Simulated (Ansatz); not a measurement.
An Ansatz (an electronic-structure program) input (plane-wave PAW DFT at the r2SCAN level (Ansatz, 500 eV), spin-orbit coupling left out):

Ansatz 0.2 input:
```yaml
crystal:
  lattice:
    - [3.0899294462, 0, 0]
    - [0, 4.3698201296, 0]
    - [0, 0, 22.7248236155]
  atoms:
    - { symbol: N, position: [0.75, 0.5, 0.3300355649] }
    - { symbol: Al, position: [0.25, 0.25, 0.3300355649] }
    - { symbol: N, position: [1.25, 1, 0.398021339] }
    - { symbol: Al, position: [0.75, 0.75, 0.398021339] }
    - { symbol: N, position: [1.75, 1.5, 0.466007113] }
    - { symbol: Al, position: [1.25, 1.25, 0.466007113] }
    - { symbol: N, position: [2.25, 2, 0.533992887] }
    - { symbol: Al, position: [1.75, 1.75, 0.533992887] }
    - { symbol: N, position: [2.75, 2.5, 0.601978661] }
    - { symbol: Al, position: [2.25, 2.25, 0.601978661] }
    - { symbol: N, position: [3.25, 3, 0.6699644351] }
    - { symbol: Al, position: [2.75, 2.75, 0.6699644351] }
basis: { ecutwfc: 500, ecutrho_ratio: 4, xc_grid: 4, fft_grid_basis: typed }
kpoints: { mp_grid: { grid: [11, 8, 1] } }
hamiltonian:
  xc: r2scan
  dispersion: none
  pseudopotentials: { kind: paw }
scf: { occupations: { method: fermi_dirac, width: 0.05 }, convergence: { dr2_threshold: 0.0000000012 } }
relax: { f_tol: 0.01, max_steps: 50 }
output: { forces: true, stress: true }
checkpoint: { write: state.ck, write_every: 1000 }
```

Q: Which symmetry and how many k-points will the program report, and about how many plane waves at Γ?

A: Space group Pmn21 (ITA 31) with 4 operations, k-points 30 of 88, and 7815 plane waves at Γ.

Stability against distortions was not tested. The cell was made from AlN in the zinc blende structure (space group F-43m, No. 216) by this change: a free-standing slab of 6 layers (12 atoms, 2 a layer) is cut normal to [110], with 15 Å of vacuum and the in-plane cell held at bulk. This is not the structure that AlN has at room temperature and ambient pressure.
